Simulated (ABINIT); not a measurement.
## A series of runs on Mo₂SeS₃ (P3m1, 6 atoms in the cell)

Space group P3m1 (No. 156); a = b = 3.2173 Å, c = 13.0916 Å, α = β = 90.00°, γ = 120.00°

```json
[
 {"atom": "Mo", "site": "1b", "symmetry": "3m.", "x": "0.3333", "y": "0.6667", "z": "0.7477"},
 {"atom": "Mo", "site": "1a", "symmetry": "3m.", "x": "0.0000", "y": "0.0000", "z": "0.2567"},
 {"atom": "Se", "site": "1b", "symmetry": "3m.", "x": "0.3333", "y": "0.6667", "z": "0.1267"},
 {"atom": "S", "site": "1a", "symmetry": "3m.", "x": "0.0000", "y": "0.0000", "z": "0.8655"},
 {"atom": "S", "site": "1a", "symmetry": "3m.", "x": "0.0000", "y": "0.0000", "z": "0.6299"},
 {"atom": "S", "site": "1b", "symmetry": "3m.", "x": "0.3333", "y": "0.6667", "z": "0.3735"}
]
```

Base run A: ABINIT 10.0.3 with PBEsol, norm-conserving pseudopotentials (PseudoDojo nc-sr-04 PBEsol standard), self-consistent single point.

Its settings: pseudos = [Mo.upf, Se.upf, S.upf]; ecut = 86 Ry; occopt = 1; ngkpt = 7 7 1; nshiftk = 1; shiftk = 0 0 0; potentials = PseudoDojo nc-sr-04 PBEsol standard; nband = 33; kptopt = 1; nstep = 100; tolvrs = 1e-11; diemac = 12.

The starting cell comes from a database of computed structures (which also holds hypothetical and non-ambient phases and stackings), without a prior relaxation at this level. In the base run, with a pressure of about -3 GPa the cell is away from its equilibrium volume at this level.

ΔF is the free energy per atom less that of run A. A dash stands where there is no value to compare (another energy zero or no entropy term, no result, no spin, no clean gap, or a mesh too coarse for one). 

```csv
run,nline,ΔF (meV/atom),pressure (GPa),largest force (eV/Å),gap on the mesh (eV),iterations,ending
A,default,0.00,-3.01,0.154,1.075,28,converged
B,1,–,–,–,–,100,not converged
C,2,0.00,-3.01,0.154,1.075,85,converged
D,3,0.00,-3.01,0.154,1.075,38,converged
E,6,0.00,-3.01,0.154,1.075,19,converged
```

Runs C, D, E reached the same state as A (within 1 meV/atom). Runs B gave no result. The fewest iterations to that state were 19 (E); the most were 85.
